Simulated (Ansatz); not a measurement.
Results of LDA (Ansatz, a program for electronic structure, plane waves, PAW) for MoPt3 (R-3m, No. 166, 4 atoms in the cell; start mp-1221425).

Run with plane-wave cutoff 520 eV, 22×22×22 k mesh, Fermi–Dirac smearing 0.05 eV, no spin polarisation, scalar-relativistic PAW data made under PBE.

Cell (relaxed at this level):

MoPt3 is taken in the trigonal space group R-3m, hexagonal axes (No. 166), Pearson symbol hR4. Lattice parameters: a = 2.7418 Å, b = 2.7418 Å, c = 27.1756 Å, α = 90.00°, β = 90.00°, γ = 120.00°. Mo on 3a has 6 Pt at 2.700 Å and 6 Mo at 2.742 Å (cuboctahedral). Pt1 on 6c has 3 Mo at 2.700 Å and 9 Pt at 2.742–2.827 Å (cuboctahedral). Pt2 on 3b has 12 Pt at 2.742–2.827 Å (cuboctahedral). (Neighbours: up to the widest gap in distance over summed covalent radii, below 1.35, at either atom.)
(The calculation used a cell of 4 atoms; values per cell refer to that cell.)

Question: Give the computed bulk modulus B0.

Answer: 
- bulk modulus B0 = 302 GPa

Note: the run has no spin polarisation, so it can have missed a magnetic state; the bulk modulus is −V dP/dV from two relaxed cells at ±2 % in volume; the relaxation could not lower the start's symmetry, so the cell can be a saddle point above a distorted one.

Spin–orbit coupling is not included.

It cost very roughly 14 core-minutes of CPU time.

A start named mp-… is a Materials Project structure, which need not be a measured phase.
